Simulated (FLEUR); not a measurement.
Worked example: self-consistent single point of ScGe (Cmcm, 4 atoms in the cell) in FLEUR.

Method: PBEsol, all-electron FLAPW (FLEUR), scalar-relativistic valence in FLEUR.

The change in words: lattice scaled by 0.98. Reference geometry:
```xyz
4
Lattice="1.9555 -4.9266 0.0000 1.9555 4.9266 0.0000 0.0000 0.0000 3.6821" Properties=species:S:1:pos:R:3 pbc="T T T"
Sc     1.9555    -3.5768     2.7616
Sc     1.9555     3.5768     0.9205
Ge     1.9555    -0.8820     2.7616
Ge     1.9555     0.8820     0.9205
```

Reference input (self-consistent single point, DFT, PBEsol, all-electron FLAPW (FLEUR), scalar-relativistic valence): Kmax = 4 1/bohr; GmaxXC = 12 1/bohr; xcFunctional = PBEs; jspins = 1; l_soc = F; mode = hist; fermiSmearingEnergy = 0.00367493 Htr; mesh (inpgen div1-3) = 7 7 7; inpgen gamma flag = false; Gmax = 12 1/bohr; numbands = 0; maxIterBroyd = 15. This run's input differs from it in these lines:

```diff
@@ -3,5 +3,5 @@
 &input film=f /
-1.9555260000 -4.9265840000 0.0000000000
-1.9555260000 4.9265840000 0.0000000000
-0.0000000000 0.0000000000 3.6820860000
+1.9164150000 -4.8280520000 0.0000000000
+1.9164150000 4.8280520000 0.0000000000
+0.0000000000 0.0000000000 3.6084440000
 1.8897261246
@@ -46,5 +46,5 @@
          <bravaisMatrix>
-            <row-1>    3.6954085695345396    -9.3098944898363651     0.0000000000000000</row-1>
-            <row-2>    3.6954085695345396     9.3098944898363651     0.0000000000000000</row-2>
-            <row-3>    0.0000000000000000     0.0000000000000000     6.9581341072239153</row-3>
+            <row-1>    3.6214994910753089    -9.1236959953272780     0.0000000000000000</row-1>
+            <row-2>    3.6214994910753089     9.1236959953272780     0.0000000000000000</row-2>
+            <row-3>    0.0000000000000000     0.0000000000000000     6.8189708959561219</row-3>
          </bravaisMatrix>
```

Output (repeated stretches shortened):

```
 Iteration:     1   Distance:       5.84008981 me/bohr^3
 Iteration:     2   Distance:       5.27496979 me/bohr^3
 Iteration:     3   Distance:       2.51203060 me/bohr^3
 Iteration:     4   Distance:       0.64148132 me/bohr^3
 Iteration:     5   Distance:       0.59257652 me/bohr^3
   [... 7 lines left out ...]
 Iteration:    13   Distance:       0.00011201 me/bohr^3
 Iteration:    14   Distance:       0.00007912 me/bohr^3
 Iteration:    15   Distance:       0.00001068 me/bohr^3
 Iteration:    16   Distance:       0.00000945 me/bohr^3
 Reset of history
 Run finished successfully
 Stop message:
   Structural relaxation: new displacements generated

[file out, last iteration]
             iter=     17
[...]
          total density-effective poten   -9.1150412986E+03
          total charge density-energy d   -2.3306986015E+02
 Updated energy parameters for spin:           1
[...]
 fermi energy and band-weighting factors:

[...]
FERMIE:
          first approx. to ef    (T=0)  :   0.356465 htr   (energy of the highest occ. eigenvalue)
          number of occ. states  (T=0)  :       1592
          first approx. to seigv (T=0)  : -21.666564 htr
          sum of weights of occ. states :  25.002915
          sum of semicore charge        :   0.000000 e
FERHIS:  Fermi-Energy by histogram:
          bandgap                     :   0.000462 htr
   [... lines left out ...]
          charge neutrality (T=0)     :   0.005831    (zero if the highest occ. eigenvalue is "entirely" occupied)
     EF_NEWTON:  Adjust Fermi-Energy by Newton-Method.
 Direct bandgap for spin            1 :    2.5018223944561768E-003  Htr
 ---->    free energy=                     -5721.9155877290 htr
   [... lines left out ...]
      extrapolation for T->0
 ---->    total electron energy=           -5721.9143703637 htr
 ***** TOTAL FORCES ON ATOMS *****
 TOTAL FORCE FOR ATOM TYPE=  1  X=  0.000   Y=  2.500   Z= -1.705
                       FX_TOT= 0.000000 FY_TOT= 0.002226 FZ_TOT= 0.000000
 TOTAL FORCE FOR ATOM TYPE=  2  X=  0.000   Y=  7.490   Z= -1.705
                       FX_TOT= 0.000000 FY_TOT=-0.009358 FZ_TOT= 0.000000
```

The run converged in 16 iterations. FLEUR gives forces in its relaxation mode, with a further iteration, so its stop message speaks of a relaxation. 

The starting cell comes from a database of computed structures (which also holds hypothetical and non-ambient phases and stackings), without a prior relaxation at this level. Its lattice was rescaled by a random factor within 2.5 % of one. For this run, on top of that: lattice scaled by 0.98. Values depend on the basis (sphere radii, cutoffs, local orbitals), which need not be converged. The log's line on a gap gives a spacing of levels on this mesh, which the program prints for metals too.

These are the values that this program gave, and no reference: the default basis lacks the next d shell.

Cost on one core of a shared machine: roughly 4 min.
